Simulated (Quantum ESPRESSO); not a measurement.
Worked example: self-consistent single point of CdCO3 (R-3c, 10 atoms in the cell) in Quantum ESPRESSO.

Method: vdW-DF2, GBRV 1.5 ultrasoft (PBE) pseudopotentials (plane waves; Quantum ESPRESSO).

```xyz
10
Lattice="2.4602 -1.4204 5.4327 0.0000 2.8408 5.4327 -2.4602 -1.4204 5.4327" Properties=species:S:1:pos:R:3 pbc="T T T"
Cd     0.0000     0.0000     0.0000
Cd     0.0000     0.0000     8.1490
C      0.0000     0.0000     4.0745
C      0.0000     0.0000    12.2235
O      0.6431     1.7269     9.5072
O     -1.8171    -0.3065     9.5072
O      1.1740    -1.4204     9.5072
O     -0.6431    -1.7269     6.7908
O      1.8171     0.3065     6.7908
O     -1.1740     1.4204     6.7908
```

Reference input (self-consistent single point, DFT, LDA (PZ), plane waves, GBRV 1.5 ultrasoft (LDA) pseudopotentials): ecutwfc = 40 Ry; ecutrho = 200 Ry; occupations = smearing; smearing = cold; degauss = 0.0073499 Ry; potentials = {Cd: cd_lda_v1.uspp.F.UPF, C: c_lda_v1.2.uspp.F.UPF, O: o_lda_v1.2.uspp.F.UPF}; K_POINTS = automatic 7 7 7 0 0 0; conv_thr = 1e-11 Ry; mixing_beta = 0.4. This run's input differs from it in these lines:

```diff
@@ -18,2 +18,3 @@
    degauss = 0.0073499,
+   input_dft = 'vdw-df2',
 /
@@ -24,5 +25,5 @@
 ATOMIC_SPECIES
-Cd   112.4140  cd_lda_v1.uspp.F.UPF
-C     12.0110  c_lda_v1.2.uspp.F.UPF
-O     15.9990  o_lda_v1.2.uspp.F.UPF
+Cd   112.4140  cd_pbe_v1.uspp.F.UPF
+C     12.0110  c_pbe_v1.2.uspp.F.UPF
+O     15.9990  o_pbe_v1.2.uspp.F.UPF
 ATOMIC_POSITIONS bohr
```

The program printed (abridged):

```
     Self-consistent Calculation

     iteration #  1     ecut=    40.00 Ry     beta= 0.40

     negative rho (up, down):  4.348E-02 0.000E+00

     total energy              =    -449.52690647 Ry
     estimated scf accuracy    <       1.46575903 Ry

     iteration #  2     ecut=    40.00 Ry     beta= 0.40

     negative rho (up, down):  4.383E-02 0.000E+00

     total energy              =    -449.87336669 Ry
     estimated scf accuracy    <       0.08273368 Ry

     iteration #  3     ecut=    40.00 Ry     beta= 0.40

     negative rho (up, down):  4.408E-02 0.000E+00

     total energy              =    -449.87659711 Ry
     estimated scf accuracy    <       0.02058019 Ry

   [... 7 blocks of this kind left out ...]

     iteration # 11     ecut=    40.00 Ry     beta= 0.40

     negative rho (up, down):  4.419E-02 0.000E+00

     total energy              =    -449.87914463 Ry
     estimated scf accuracy    <          4.7E-10 Ry

     iteration # 12     ecut=    40.00 Ry     beta= 0.40

     negative rho (up, down):  4.419E-02 0.000E+00
     End of self-consistent calculation

     the Fermi energy is     8.4773 ev

!    total energy              =    -449.87914463 Ry
     estimated scf accuracy    <          9.1E-12 Ry
     smearing contrib. (-TS)   =      -0.00000000 Ry
     internal energy E=F+TS    =    -449.87914463 Ry

     convergence has been achieved in  12 iterations

     negative rho (up, down):  4.419E-02 0.000E+00

     Forces acting on atoms (cartesian axes, Ry/au):

     atom    1 type  1   force =     0.00000000    0.00000000    0.00000000
     atom    2 type  1   force =     0.00000000   -0.00000000    0.00000000
     atom    3 type  2   force =     0.00000000    0.00000000    0.00000000
     atom    4 type  2   force =    -0.00000000   -0.00000000   -0.00000000
     atom    5 type  3   force =     0.01170264   -0.02026957   -0.00000000
   [... lines left out ...]
     Total force =     0.057331     Total SCF correction =     0.000005
   [... lines left out ...]

     negative rho (up, down):  4.419E-02 0.000E+00
          total   stress  (Ry/bohr**3)                   (kbar)     P=      117.55
   0.00094326   0.00000000   0.00000000          138.76        0.00        0.00
   0.00000000   0.00094326   0.00000000            0.00      138.76        0.00
   0.00000000   0.00000000   0.00051082            0.00        0.00       75.14

   JOB DONE.
```

The run converged in 12 iterations. Against the reference run the pressure goes from -3.48 to 11.76 GPa, the largest force goes from 0.043 to 0.602 eV/Å and the gap on the mesh goes from 2.768 to 2.972 eV.

The starting cell comes from a database of published, mostly measured structures (it also holds non-ambient and calculated ones), without a prior relaxation at this level. With a pressure of about 12 GPa the cell is away from its equilibrium volume at this level.

Cost on one core of a shared machine: roughly 3 min.
